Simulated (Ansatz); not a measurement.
Quick settings and what they miss: Zr6CuBi2 (P-62m, 9 atoms in the cell)

Self-consistent single point.

```
CELL_PARAMETERS angstrom
      7.94220     0.00000     0.00000
     -3.97110     6.87815     0.00000
      0.00000     0.00000     3.86054
ATOMIC_POSITIONS crystal
  Zr 0.39475 0.39475 0.50000
  Zr 0.00000 0.60525 0.50000
  Zr 0.60525 0.00000 0.50000
  Zr 0.76285 0.76285 0.00000
  Zr 0.00000 0.23715 0.00000
  Zr 0.23715 0.00000 0.00000
  Cu 0.00000 0.00000 0.50000
  Bi 0.66667 0.33333 0.00000
  Bi 0.33333 0.66667 0.00000
```

Level of theory: PBEsol, PAW files made with PBE (plane waves; Ansatz, a program for electronic structure).

Base settings: basis.ecutwfc = 420 eV; kpoints.mp_grid.grid = 5 5 9; hamiltonian.xc = pbesol; hamiltonian.pseudopotentials = {kind: paw} (the program's default PAW files); scf.occupations.method = cold; scf.occupations.width = 0.05 eV.

Tight run (finer mesh or higher cutoff; not a proven limit): basis.ecutwfc: 420 eV → 590 eV; kpoints.mp_grid.grid: 5 5 9 → 7 7 13; scf.convergence.dr2_threshold: default (1e-07 eV) → 1e-09 eV. It gave Fermi level (on the code's own zero) 13.42 eV; pressure -7.30 GPa; largest force (vector length) 0.156 eV/Å.

Quick runs, as changes from the base:
- A: the base itself
- B: basis.ecutwfc: 420 eV → 335 eV; kpoints.mp_grid.grid: 5 5 9 → 6 6 6; scf.occupations.method: cold → gaussian; scf.occupations.width: 0.05 eV → 0.272 eV; scf.convergence.dr2_threshold: default (1e-07 eV) → 0.001 eV
- C: basis.ecutwfc: 420 eV → 295 eV; kpoints.mp_grid.grid: 5 5 9 → 8 8 8; hamiltonian.xc: pbesol → lda; scf.occupations.method: cold → fermi_dirac; scf.occupations.width: 0.05 eV → 0.136 eV [LDA (PW92)]
- D: kpoints.mp_grid.grid: 5 5 9 → 4 4 4
- E: basis.ecutwfc: 420 eV → 210 eV; kpoints.mp_grid.grid: 5 5 9 → 8 8 8; scf.occupations.method: cold → methfessel_paxton; scf.occupations.width: 0.05 eV → 0.5 eV

Energies are extrapolated to zero smearing width, which holds to low order in the width alone.

Dashes: energy of C, another energy zero.

† marks runs with another functional, U, potentials or spin treatment: their distance from the tight run is not a convergence error alone.

The count of work is k-points × plane waves × bands × iterations; it is no time. 

Pressures in the table are Ansatz's without its Pulay estimate, at a fixed set of plane waves; the tight run's value above holds the estimate.

The starting cell comes from a database of computed structures (which also holds hypothetical and non-ambient phases and stackings), without a prior relaxation at this level. Its lattice was rescaled by a random factor within 2.5 % of one. Spin polarisation is off. In the base run, with a pressure of about -7 GPa the cell is away from its equilibrium volume at this level.

| run | energy less tight (meV/atom) | pressure less tight (GPa) | largest miss in a force vector (eV/Å) | count of work / tight |
|---|---|---|---|---|
| A | 2.5 | 0.04 | 0.030 | 0.21 |
| B | 5.4 | -0.37 | 0.023 | 0.14 |
| C† | – | -5.44 | 0.042 | 0.26 |
| D | -3.9 | -0.13 | 0.106 | 0.10 |
| E | 1809.2 | -65.67 | 0.126 | 0.16 |

Among the runs at the tight run's level, the energy misses run from 2.5 to 1809.2 meV/atom.

Left out of this page: 1 run of the series unsound by tests on forces, stress, charge or solver warnings.

Keys are those of Ansatz 0.2.
